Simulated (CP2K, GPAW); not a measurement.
A GPAW input for a self-consistent single point of PtAu (R-3m, 2 atoms in the cell) (DFT PBEsol, plane waves, GPAW PAW datasets PBEsol (made by gpaw-setup)):

```python
from ase import Atoms
from ase.units import GPa
from gpaw import GPAW, PW, FermiDirac

atoms = Atoms(['Pt', 'Au'],
              cell=[[1.409650, 0.813862, 4.753407],
                    [-1.409650, 0.813862, 4.753407],
                    [0.000000, -1.627724, 4.753407]],
              scaled_positions=[[0.500000, 0.500000, 0.500000],
                                [0.000000, 0.000000, 0.000000]],
              pbc=True)

calc = GPAW(mode=PW(550),
            xc='PBEsol',
            kpts=(11, 11, 11),
            occupations=FermiDirac(0.05),
            nbands=-10,
            convergence={'forces': 0.001},
            symmetry={'symmorphic': False, 'tolerance': 0.0005},
            maxiter=150,
            txt='-')

atoms.calc = calc

energy = atoms.get_potential_energy()
print('Energy (eV):', round(energy, 6))
forces = atoms.get_forces()
print('Forces (eV/Ang):')
print(forces.round(5))
stress = atoms.get_stress()
print('Stress (GPa, Voigt):', (stress / GPa).round(4))
```

Question: Write the same calculation as an input for CP2K.

Answer: One input that does it (others would too):

```
&GLOBAL
  PROJECT run
  RUN_TYPE ENERGY_FORCE
  PRINT_LEVEL MEDIUM
&END GLOBAL
&FORCE_EVAL
  METHOD Quickstep
  STRESS_TENSOR ANALYTICAL
  &DFT
    BASIS_SET_FILE_NAME BASIS_MOLOPT_UCL
    POTENTIAL_FILE_NAME GTH_POTENTIALS
    &QS
      METHOD GPW
      EPS_DEFAULT 1E-10
    &END QS
    &MGRID
      CUTOFF 500
      REL_CUTOFF 50
      NGRIDS 5
    &END MGRID
    &SCF
      SCF_GUESS ATOMIC
      EPS_SCF 1E-7
      MAX_SCF 100
      ADDED_MOS 6
      &DIAGONALIZATION
        ALGORITHM STANDARD
      &END DIAGONALIZATION
      &MIXING
        METHOD BROYDEN_MIXING
        ALPHA 0.2
        NBUFFER 12
      &END MIXING
      &SMEAR ON
        METHOD FERMI_DIRAC
        ELECTRONIC_TEMPERATURE [K] 580.23
      &END SMEAR
    &END SCF
    &KPOINTS
      SCHEME MONKHORST-PACK 11 11 11
    &END KPOINTS
    &XC
      &XC_FUNCTIONAL
        &PBE
          PARAMETRIZATION PBESOL
        &END PBE
      &END XC_FUNCTIONAL
    &END XC
    &PRINT
      &MO
        EIGENVALUES T
        OCCUPATION_NUMBERS T
        NDIGITS 8
        FILENAME mo
        &EACH
          QS_SCF 0
        &END EACH
        ADD_LAST NUMERIC
      &END MO
      &MULLIKEN ON
      &END MULLIKEN
    &END PRINT
  &END DFT
  &SUBSYS
    &CELL
      A 5.02437700 0.00000000 0.00000000
      B 4.23338800 2.70606500 0.00000000
      C 4.23338800 1.23742900 2.40656600
      PERIODIC XYZ
    &END CELL
    &COORD
      SCALED
      Pt       0.50000000     0.50000000     0.50000000
      Au       0.00000000     0.00000000     0.00000000
    &END COORD
    &KIND Pt
      BASIS_SET TZVP-MOLOPT-SR-GTH-q18
      POTENTIAL GTH-PBE-q18
    &END KIND
    &KIND Au
      BASIS_SET TZVP-MOLOPT-SR-GTH-q11
      POTENTIAL GTH-PBE-q11
    &END KIND
  &END SUBSYS
  &PRINT
    &FORCES ON
    &END FORCES
    &STRESS_TENSOR ON
    &END STRESS_TENSOR
  &END PRINT
&END FORCE_EVAL
```

Basis, cutoffs, solver keys and any potentials are the target program's own. This input uses DFT PBEsol, GPW, TZVP-MOLOPT-SR-GTH basis, GTH-PBE potentials (GTH_POTENTIALS). Both were run: pressure -3.59 GPa in GPAW and -1.22 in CP2K.

On CP2K: the starting cell comes from a database of computed structures (which also holds hypothetical and non-ambient phases and stackings), without a prior relaxation at this level. Spin polarisation is off. Values carry the incompleteness of an atom-centred basis. The potentials were made for another functional than the one used.

On GPAW: the starting cell comes from a database of computed structures (which also holds hypothetical and non-ambient phases and stackings), without a prior relaxation at this level. Spin polarisation is off. With a pressure of about -4 GPa the cell is away from its equilibrium volume at this level.
